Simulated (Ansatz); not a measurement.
By PBEsol, the system below comes out a metal.

A figure of merit of an interconnect metal is its ballistic conductance per area.

Here is the system:

```xyz
2
Lattice="2.8670 0.0000 0.0000 0.0000 2.8670 0.0000 0.0000 0.0000 4.0664" Properties=species:S:1:pos:R:3 pbc="T T T"
Ti     1.4335     1.4335     2.0332
Al     0.0000     0.0000     0.0000
```

Space group of this cell: P4/mmm. The cell is strained (lengths across the current scaled by 1.02, ions clamped); by PBEsol its mean pressure is -6.2 GPa.

The current flows along the normal of the first two printed cell vectors, the (001) (indices of the unstrained crystal) plane of the conventional cell. No spin-orbit coupling; the value is a mean over 0.1 eV about the Fermi level.

Task: Compute, with Ansatz (a quantum-chemistry and plane-wave program) with PBEsol, the ballistic conductance per area.

Result: 0.71 × 10¹⁵ S/m² for both spins.
